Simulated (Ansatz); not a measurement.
MoPt3 (Pmm2, No. 25, 4 atoms in the cell; start mp-1221420) was calculated with LDA (PAW; Ansatz, a quantum-chemistry and plane-wave program).

Settings: plane-wave cutoff 520 eV, 20×12×12 k mesh (along the axes of the cell as run), Fermi–Dirac smearing 0.05 eV, no spin polarisation, scalar-relativistic PAW data made under PBE.

Cell (relaxed at this level):

```cif
data_MoPt3
_chemical_formula_sum 'Mo1 Pt3'
_space_group_name_H-M_alt 'P 1'
_space_group_IT_number 1
_cell_length_a 2.73992
_cell_length_b 4.47752
_cell_length_c 4.80217
_cell_angle_alpha 90.000
_cell_angle_beta 90.000
_cell_angle_gamma 90.000
loop_
_space_group_symop_operation_xyz
  'x, y, z'
loop_
_atom_site_label
_atom_site_type_symbol
_atom_site_fract_x
_atom_site_fract_y
_atom_site_fract_z
_atom_site_occupancy
Mo1 Mo 0.00000 0.00000 0.15829 1
Pt1 Pt 0.50000 0.50000 0.33877 1
Pt2 Pt 0.50000 0.00000 0.65677 1
Pt3 Pt 0.00000 0.50000 0.84617 1
```

Q: What does this level give for the bulk modulus?

A: 
bulk modulus: 313 GPa

Note: the run has no spin polarisation, so it can have missed a magnetic state; the bulk modulus is −V dP/dV from two relaxed cells at ±2 % in volume; the relaxation could not lower the start's symmetry, so the cell can be a saddle point above a distorted one.

Spin–orbit coupling is not included.

Static lattice: no zero-point or thermal effects.

A start named mp-… is a Materials Project structure, which need not be a measured phase.
